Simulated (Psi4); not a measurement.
Psi4 1.11, PBE/def2-tzvp: Pb(Cl)2 ([Cl][Pb][Cl]), 3 atoms. The geometry is a generated start, not checked to be a minimum at this level.

```
Property                                             Result
--------------------------  -------------------------------
task                                                 energy
method                                                  pbe
basis                                             def2-tzvp
memory                                                 3 GB
maxiter                                                 100
keys of the molecule block                      symmetry c1
scf_type                                       df (default)
e_convergence                               1e-06 (default)
d_convergence                               1e-06 (default)
dft_radial_points                              75 (default)
dft_spherical_points                          302 (default)
effective core potentials   those of the basis set, past Kr
basis functions                                         124
grid points                                           64378
```

```xyz
3

Pb     0.0505    -0.0449     1.0521
Cl     1.2194     1.4754    -0.5227
Cl    -1.2699    -1.4304    -0.5294
```

With the defaults (diis = true, scf_initial_accelerator = adiis, damping_percentage = 0, soscf = false, soscf_start_convergence = 0.01, guess = auto, which took SAD, level_shift = 0, level_shift_cutoff = 0.01, diis_max_vecs = 10) it converges in 9 SCF iterations. One run each on 2 threads, with these changes:
- scf_initial_accelerator = ediis
- level_shift = 0.5, level_shift_cutoff = 0.001
- soscf = true, soscf_start_convergence = 0.001
- scf_initial_accelerator = none
- guess = modhuckel
- diis = false, scf_initial_accelerator = none, damping_percentage = 60
- soscf = true
- diis_max_vecs = 6
- soscf = true, soscf_start_convergence = 0.1

Task: Name the settings that don't reach the solution of the defaults.

Result: No convergence: diis = false, scf_initial_accelerator = none, damping_percentage = 60 (the run ends without SCF convergence in 100 iterations). The rest reach the solution of the defaults.

```csv
setting,SCF iterations,JK calls,end
"soscf = true, soscf_start_convergence = 0.1",6,22,same solution
soscf = true,6,22,same solution
"soscf = true, soscf_start_convergence = 0.001",7,18,same solution
the defaults,9,10,same solution
scf_initial_accelerator = none,9,10,same solution
scf_initial_accelerator = ediis,9,10,same solution
"level_shift = 0.5, level_shift_cutoff = 0.001",9,10,same solution
diis_max_vecs = 6,9,10,same solution
guess = modhuckel,11,69,same solution
"diis = false, scf_initial_accelerator = none, damping_percentage = 60",100,101,no convergence
```

An SOSCF iteration holds several JK calls; a Hückel guess adds calls on atoms.
